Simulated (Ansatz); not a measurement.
## TaSiO (model structure, started from the ZrSiS type, P4/nmm, No. 129, 6 atoms in the cell): properties by level of theory

| level (code) | equilibrium lattice constant a (Å) | c axis length (Å) | bulk modulus B0 (GPa) | cohesive energy (eV/atom) |
|---|---|---|---|---|
| LDA (Ansatz) | 3.218 | 6.865 | 221 | (withheld) |
| PBE (Ansatz) | 3.284 | 6.969 | 192 | 6.24 |
| PBEsol (Ansatz) | 3.245 | 6.917 | 208 | (withheld) |
| r²SCAN (Ansatz) | 3.265 | 6.900 | 208 | 6.25 |

Task: Complete the blanks.

Result: 
- LDA (Ansatz, an electronic-structure program), cohesive energy (eV/atom): 7.44
- PBEsol (Ansatz), cohesive energy (eV/atom): 6.83

Caveats: the bulk modulus is −V dP/dV from two relaxed cells at ±2 % in volume (LDA, PBE, PBEsol, r²SCAN). Ansatz's density-functional and Hartree–Fock values are scalar-relativistic unless marked +SOC, with PAW data made under PBE.

Free atoms are spin-polarised, in the lowest state found; at levels without +SOC their spin–orbit coupling is left out.

The computed numbers hold no vibrational or temperature effects.

A model structure was made by putting elements into a prototype or built by hand; it is no filed structure, need not be a known phase, and can be a saddle point held by its symmetry.
